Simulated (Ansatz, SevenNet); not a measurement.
**Ta2N (model structure, started from the CdI2 type, P-3m1, No. 164, 3 atoms in the cell): properties by level of theory**

```csv
level (code),lattice constant a (Å),lattice parameter c (Å)
SevenNet-l3i5,3.109,___
LDA (Ansatz),___,4.789
r²SCAN (Ansatz),___,___
```

**Question.** Some entries are withheld; supply them.

**Answer.** 
- SevenNet-l3i5, lattice parameter c (Å): 4.871
- LDA (Ansatz, a quantum-chemistry and plane-wave program), lattice constant a (Å): 3.061
- r²SCAN (Ansatz), lattice constant a (Å): 3.073
- r²SCAN (Ansatz), lattice parameter c (Å): 4.898

Ansatz's density-functional and Hartree–Fock values are scalar-relativistic unless marked +SOC, with PAW data made under PBE.

A model structure was made by putting elements into a prototype or built by hand; it is no filed structure, need not be a known phase, and can be a saddle point held by its symmetry.
